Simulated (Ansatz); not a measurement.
Start from BiB in the CsCl type structure (space group Pm-3m, No. 221; a = 3.309 Å; a hypothetical phase, not in the database extracts checked; relaxed with 0.1 eV smearing). Axes: x, y, z lie along the cube axes.

One thing is altered: biaxial strain +4.04 %, plane normal [111], relaxed out of plane (Cartesian); in-plane vectors clamped, the third vector and the atoms free.

Levels (all Ansatz, a first-principles code, PAW): PBEsol (420 eV, spin-orbit coupling left out); r2SCAN (500 eV, no spin-orbit coupling).

The geometry is relaxed with PBEsol.

PBEsol pressure: -1.1 GPa

Task: How does going to r2SCAN change the pressure?

Result: The pressure grows by 3.0 GPa (-1.1 GPa → 1.9 GPa).

Single points use the geometry relaxed with PBEsol. Their cutoffs differ, which shifts pressures a little. Whether these cells are dynamically stable was not tested. The final runs are not spin-polarised.
